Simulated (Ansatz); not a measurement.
Levels about the gap of amorphous Si$_{16}$Ba$_{8}$O$_{40}$ (64 atoms in a cell of 1066 Å³, 3.41 g/cm³; zone centre alone, so wide bands show as single levels with stretches between that a denser mesh fills), at the geometry that PBE relaxed, where it gives 0.0 GPa on a denser mesh. The participation number counts the atoms over which a state spreads; weights are charges in smoothed Voronoi cells. The levels come from a single point, so bond lengths are those of that geometry. Method of the levels: PBE, scalar-relativistic without spin-orbit coupling (Ansatz, an electronic-structure program). Sampling: the zone centre alone; Fermi-Dirac width 0.02 eV; no spin polarisation. At PBE the levels at the filled edge of the gap are localised (band-tail or defect states), and the nearest spread-out levels lie 4.7 eV apart at the zone centre.

It comes from a melt-quench run on a machine-learned potential (CHGNet), relaxed afterwards by DFT. O atoms were pushed apart under 1.9 Å during the dynamics, to hinder bonds among them. The hot cell started wider than the set density and was brought back towards it in steps. It is the lowest in DFT energy of 2 quenches. It is a model cell: composition and starting density were chosen by hand, and all elements were melted together. No dispersion term was used. Its density started from a set value of 3.58 and ended at 3.41 g/cm³. The simulated quench (nominally 300 K/ps over its main leg) is rapid and tends to freeze in more defects than a deposited or slowly cooled glass has. One small periodic cell is one sample of the glass; other quenches scatter about these values. Volume and shape were free in the relaxation.

| E - E(highest filled), eV | filling | participation number | largest on | weight O | weight Ba | weight Si |
|---|---|---|---|---|---|---|
| -0.36 | filled | 9.9 | O, 2 neighbours | 0.93 | 0.03 | 0.03 |
| -0.30 | filled | 7.4 | O, 3 neighbours | 0.94 | 0.02 | 0.04 |
| -0.28 | filled | 4.7 | O, 3 neighbours | 0.94 | 0.03 | 0.04 |
| -0.20 | filled | 3.7 | O, 2 neighbours | 0.94 | 0.02 | 0.04 |
| -0.17 | filled | 4.7 | O, 2 neighbours | 0.92 | 0.03 | 0.04 |
| -0.14 | filled | 7.9 | O, 2 neighbours | 0.94 | 0.03 | 0.04 |
| 0.00 | filled | 3.8 | O, 3 neighbours | 0.96 | 0.02 | 0.03 |
| 3.87 | empty | 38.2 | Ba, 5 neighbours | 0.63 | 0.24 | 0.13 |
| 4.91 | empty | 12.4 | Ba, 5 neighbours | 0.47 | 0.46 | 0.07 |
| 5.26 | empty | 12.4 | Ba, 5 neighbours | 0.47 | 0.48 | 0.05 |
| 5.33 | empty | 16.0 | Ba, 5 neighbours | 0.52 | 0.39 | 0.10 |
| 5.46 | empty | 11.5 | Ba, 7 neighbours | 0.42 | 0.53 | 0.05 |
| 5.51 | empty | 13.9 | Ba, 7 neighbours | 0.45 | 0.51 | 0.04 |
| 5.61 | empty | 22.0 | Ba, 5 neighbours | 0.51 | 0.36 | 0.13 |

Most localised among these is the filled level at -0.20 eV, on a O atom, which has 2 neighbours (Si 1.58 Å, Ba 2.51 Å).
